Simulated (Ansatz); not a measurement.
The reference is ZnS in the zinc blende structure (space group F-43m, No. 216; a = 5.357 Å).

The change: every S is replaced by Se; the structure is relaxed again.

Levels (all Ansatz, a quantum-chemistry and plane-wave program, PAW, earlier PAW set): PBEsol (420 eV, spin-orbit coupling left out); HSE06+SOC (420 eV, with spin-orbit coupling).

The geometry is relaxed with PBEsol.

| Quantity | Result |
|---|---|
| PBEsol lowest conduction level above the VBM at special points | Γ 1.23 eV; L 2.48 eV; X 2.81 eV |
| PBEsol valence-band top at Γ | 0.00, 0.00, 0.00 eV |

**Question.** How does going to HSE06+SOC change the lowest conduction level above the VBM at special points and valence-band top at Γ?

**Answer.** The lowest conduction level above the VBM at special points changes from Γ 1.23 eV; L 2.48 eV; X 2.81 eV to Γ 2.35 eV; L 3.54 eV; X 3.66 eV; the valence-band top at Γ (three highest Kramers pairs, from the VBM) changes from 0.00, 0.00, 0.00 eV to 0.00, 0.00, -0.43 eV. The threefold valence maximum splits by Δso ≈ 0.43 eV.

Single points use the geometry relaxed with PBEsol. Differences between runs with and without spin-orbit coupling are approximate. The levels and masses belong to the bands next to the band gap. Whether these cells are dynamically stable was not tested.
